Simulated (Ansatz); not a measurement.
Several settings converged on Mg (P6_3/mmc, 2 atoms in the cell)

```
CELL_PARAMETERS angstrom
      1.60018    -2.77160     0.00000
      1.60018     2.77160     0.00000
      0.00000     0.00000     5.19437
ATOMIC_POSITIONS crystal
  Mg 0.33333 0.66667 0.25000
  Mg 0.66667 0.33333 0.75000
```

Base method: LDA (PW92), default PAW files made with PBE (plane waves; Ansatz, a quantum-chemistry and plane-wave program).

Base settings: basis.ecutwfc = 420 eV; kpoints.mp_grid.grid = 12 12 7; hamiltonian.xc = lda; hamiltonian.pseudopotentials = {kind: paw} (the program's default PAW files); scf.occupations.method = fermi_dirac; scf.occupations.width = 0.1 eV.

The count of work is k-points × plane waves × bands × iterations; it is no time. Core times come from one kind of shared machine, to one figure; runs under 30 s give none.

**The force threshold of a relaxation**

On Mg (P-3m1, 2 atoms in the cell): one atom moved by 0.15 angstrom.

In this ladder: relax = atoms.

The mesh stays at the base's, so the ladder's end is converged at best in this setting alone.

Only quantities that move along the ladder and can be compared are tabulated.

| relax.f_tol | free energy less the last step's (meV/atom) | largest force left (eV/Å) | relaxation steps |
|---|---|---|---|
| 0.2 eV/Å | 0.23 | 0.0459 | 2 |
| 0.1 eV/Å | 0.23 | 0.0459 | 2 |
| 0.05 eV/Å | 0.23 | 0.0458 | 3 |
| 0.03 eV/Å | 0.00 | 0.0003 | 3 |
| 0.02 eV/Å | 0.00 | 0.0003 | 3 |
| 0.01 eV/Å | 0.00 | 0.0002 | 4 |
| 0.005 eV/Å | 0.00 | 0.0002 | 4 |
| 0.002 eV/Å | 0.00 | 0.0002 | 4 |
| 0.001 eV/Å | 0.00 | 0.0003 | 4 |

Coarsest relax.f_tol that holds the largest force left within 0.02 eV/Å of the last step, with all finer ones: 0.03 eV/Å; the step before is off by 0.046 eV/Å.

Coarsest relax.f_tol that holds the free energy within 0.1 meV/atom of the last step, with all finer ones: 0.03 eV/Å; the step before is off by 0.23 meV/atom.

Two neighbours can agree and both be off: 0.2 eV/Å and 0.1 eV/Å differ by 0.00 meV/atom in the free energy, yet lie about 0.23 meV/atom from the last step.

**The size of a vacancy's supercell**

On Mg (P6_3/mmc, 2 atoms in the cell), and larger cells.

Steps: 1 x 1 x 1 supercell, one Mg atom taken out, nothing relaxed; 2 x 1 x 1 supercell, one Mg atom taken out, nothing relaxed; and so on, with the mesh thinned in proportion.

Only quantities that move along the ladder and can be compared are tabulated.

| atoms | unrelaxed vacancy energy (eV) | count of work / last | core time / last (rough) |
|---|---|---|---|
| 2 | 0.632 | 0.013 | – |
| 4 | 0.861 | 0.060 | – |
| 8 | 0.966 | 0.067 | – |
| 16 | 0.961 | 0.20 | – |
| 24 | 0.952 | 0.89 | 1.0 |
| 36 | 0.960 | 0.67 | 0.8 |
| 54 | 0.957 | 1.0 | 1 |

Smallest size that holds the unrelaxed vacancy energy within 0.05 eV of the last step, with all finer ones: 8, at 0.067 of the last step's count of work; the step before is off by 0.096 eV.

On the base run: the starting cell has typed, rounded lattice constants, without a prior relaxation at this level. Its lattice was rescaled by up to half a per cent.

Keys are those of Ansatz 0.2.
